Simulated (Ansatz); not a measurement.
## A computed series for TiO2: response to strain

Start from TiO2 in the rutile structure (space group P4_2/mnm, No. 136; a = 4.643 Å, c = 2.964 Å). Axes: x, y, z lie along a, b, c of the conventional cell.

Strains are applied to the cell and any free atomic positions relax.

Computed with PBE (Ansatz, an electronic-structure program), without spin-orbit coupling.

Notes on the quantities. energy relative to the base: free energy F.

```csv
variant,energy relative to the base,band gap,electron mass
base,0 meV/atom,1.86 eV,"0.58 mₑ along c, 1.2 mₑ across (at Γ)"
uniaxial strain ε_zz = +0.60 %,+0.5 meV/atom,(withheld),"0.59 mₑ along z, 1.2 mₑ across (at Γ)"
uniaxial strain ε_zz = +1.20 %,+2.2 meV/atom,1.82 eV,"0.60 mₑ along z, 1.2 mₑ across (at Γ)"
uniaxial strain ε_zz = +1.80 %,+4.9 meV/atom,1.81 eV,"0.61 mₑ along z, 1.2 mₑ across (at Γ)"
uniaxial strain ε_zz = +2.40 %,+8.6 meV/atom,(withheld),"0.62 mₑ along z, 1.2 mₑ across (at Γ)"
uniaxial strain ε_zz = +3.00 %,(withheld),1.77 eV,"0.63 mₑ along z, 1.2 mₑ across (at Γ)"
```

Problem. Fill in the withheld entries from the trend.

Solution. 
- uniaxial strain ε_zz = +0.60 %, band gap: 1.84 eV
- uniaxial strain ε_zz = +2.40 %, band gap: 1.79 eV
- uniaxial strain ε_zz = +3.00 %, energy relative to the base: +13 meV/atom

Masses are band curvatures over ±0.01 Å⁻¹ around the edge. Whether these cells are dynamically stable was not tested. All final runs are without spin polarisation.
